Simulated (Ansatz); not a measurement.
Element substitutions in Sr

Base system: Sr in the fcc (Cu type) structure (space group Fm-3m, No. 225).

```yaml
crystal:
  lattice:
    - [0.00000, 3.05008, 3.05008]
    - [3.05008, 0.00000, 3.05008]
    - [3.05008, 3.05008, 0.00000]
  atoms:
    - { symbol: Sr, position: [0.00000, 0.00000, 0.00000] }
```

Each row replaces one element on all its sites; cell and atoms are relaxed.

Method: DFT with r2SCAN, PAW potentials and a 500 eV plane-wave cutoff in Ansatz (an electronic-structure program), without spin-orbit coupling, earlier PAW set.

Base values:

```
Quantity               Value
-------------------  -------
Lattice parameter a  6.100 Å
```

Task: The aim is a lattice parameter a between 4.398 Å and 4.646 Å. Which of these changes reaches it?
A) Sr → Be
B) Sr → Mg
C) Sr → Y

Result: B, Sr → Mg. It gives 4.499 Å; Sr → Be gives 3.160 Å; Sr → Y gives 5.102 Å. Changes not listed may reach it too

Whether these cells are dynamically stable was not tested. As relaxed here, Be is a hypothetical phase, not in the database extracts checked. For Mg in this form, whether it has been made was not checked. The final runs are not spin-polarised. This is not the structure that Mg has at room temperature and ambient pressure. This is not the structure that Y has at room temperature and ambient pressure.
